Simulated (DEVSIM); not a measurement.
Structure: illuminated Si p-on-n cell, one wavelength, at 300 K.

```csv
layer (left to right),material,thickness (μm),Nd (cm⁻³),Na (cm⁻³),τn (s),τp (s),absorption coefficient (cm⁻¹)
1,Si,0.0960,-,1.5e18,2.2e-9,1.3e-7,31000
2,Si,130,4.3e16,-,2.2e-7,2.2e-7,31000
```

Left contact: ohmic, minority electron recombination velocity 80000 cm/s. Right contact: ohmic, minority hole recombination velocity 20 cm/s. Voltage is applied to the left contact. Recombination: SRH at mid-gap, radiative, Auger. Gap narrowing is on: ΔEg = 6.92 meV × (l + √(l² + 0.5)), l = ln(N/1.3e17 cm⁻³), shared equally by both band edges. Light enters at the left, 1.6e17 photons cm⁻² s⁻¹, one pass, no reflection. Mobility is μmin + (μ − μmin)/(1 + (N/Nref)^α).

The device is made up for the run: typed textbook-type constants, with dimensions and the other settings drawn at random. Values at 300 K; Nc and Nv go as T^1.5, mobilities as T to minus their exponent, the gap by Varshni's rule with the affinity fixed.

| parameter | Si |
|---|---|
| gap (eV) | 1.124 |
| affinity (eV) | 4.05 |
| permittivity | 11.7 |
| Nc (cm⁻³) | 2.86e19 |
| Nv (cm⁻³) | 3.1e19 |
| μn (cm²/Vs) | 1417 |
| μp (cm²/Vs) | 470 |
| μn,min | 52 |
| μp,min | 45 |
| Nref,n | 9.7e16 |
| Nref,p | 2.2e17 |
| αn | 0.68 |
| αp | 0.72 |
| T exponent of μn | 2.3 |
| T exponent of μp | 2.2 |
| B (cm³/s) | 4.7e-15 |
| Cn (cm⁶/s) | 2.8e-31 |
| Cp (cm⁶/s) | 9.9e-32 |
| Varshni α (eV/K) | 0.000473 |
| Varshni β (K) | 636 |

Simulated with DEVSIM: 1D drift-diffusion, Boltzmann statistics, complete ionisation; no tunnelling, impact ionisation, image-force lowering or self-heating.

Base results: share of generated pairs collected at short circuit 0.974; fill factor 0.82; largest power (mW/cm²) 11.6; open-circuit voltage (V) 0.569.

Q: What follows from this one change: temperature 300 → 500 K?

A: share of generated pairs collected at short circuit 0.974 → 0.965; fill factor 0.82 → 0.40; largest power 11.6 → 0.964 mW/cm²; open-circuit voltage 0.569 → 0.098 V.

Q: What follows from this one change: thickness of layer 1 0.096 → 0.034 μm?

A: share of generated pairs collected at short circuit 0.974 → 0.985; fill factor little changed (0.82); largest power little changed (11.7 mW/cm²); open-circuit voltage little changed (0.569 V).

Q: What follows from this one change: minority lifetime in layer 2 2.2e-07 → 2.2e-08 s?

A: share of generated pairs collected at short circuit 0.974 → 0.954; fill factor 0.82 → 0.81; largest power 11.6 → 10.8 mW/cm²; open-circuit voltage 0.569 → 0.550 V.

Q: What follows from this one change: minority lifetime in layer 1 2.2e-09 → 2.2e-10 s?

A: share of generated pairs collected at short circuit little changed (0.970); fill factor little changed (0.81); largest power 11.6 → 11.4 mW/cm²; open-circuit voltage 0.569 → 0.563 V.

Q: What follows from this one change: constant mobility in place of the doping-dependent one?

A: share of generated pairs collected at short circuit 0.974 → 0.987; fill factor little changed (0.81); largest power little changed (11.7 mW/cm²); open-circuit voltage little changed (0.567 V).
